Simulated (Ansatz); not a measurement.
Adsorption energy and surface dipole of F on the 1x1 (111) surface of fcc Cu, one in a 2x2 cell, started at the site 'hollow Cu-Cu-Cu over Cu at depth 4.1 Å', worked from the runs' numbers; total energies count from the potentials' own zero.

Computed with RPBE, at the PBE geometry (plane waves to 420 eV, PAW; Ansatz, a quantum-chemistry and plane-wave program).

Set-up: 17 atoms, 6.2 Å thick at the start under the adsorbate (thin: gaps and levels are the slab's own); mesh 6x6x1; 0.1 eV smearing; dipole correction on; single point; on the structure that PBE left under its start's symmetry; no spin, no spin-orbit, no U, no dispersion correction. At the end it is bonded to 3 Cu. In PBE it is, or lies within 0.03 eV of, the lowest of the starts that converged; the order may differ at this level.

```csv
quantity,value
slab with the adsorbate,-106892.895 eV
"clean slab, same cell and mesh",-106082.610 eV
"reference, ½ F2(g)",-807.793 eV
area of the cell,22.82 Å²
change of the step from the bottom to the top vacuum level,0.914 eV
```

**Question.** What is the adsorption energy against this reference?

**Answer.** E(slab + adsorbate) − E(slab) − E(reference) = -2.49 eV, so in this state the adsorbate is more stable than in the reference, at a coverage of 4.38 a nm².

**Question.** What dipole does adsorption add to the slab along the outward normal (Helmholtz relation, ε₀ = 0.005526 e/(V·Å))?

**Answer.** p = −ε₀·A·ΔV = -0.115 e·Å = -0.55 D; its negative end points to the vacuum, which raises the vacuum level.
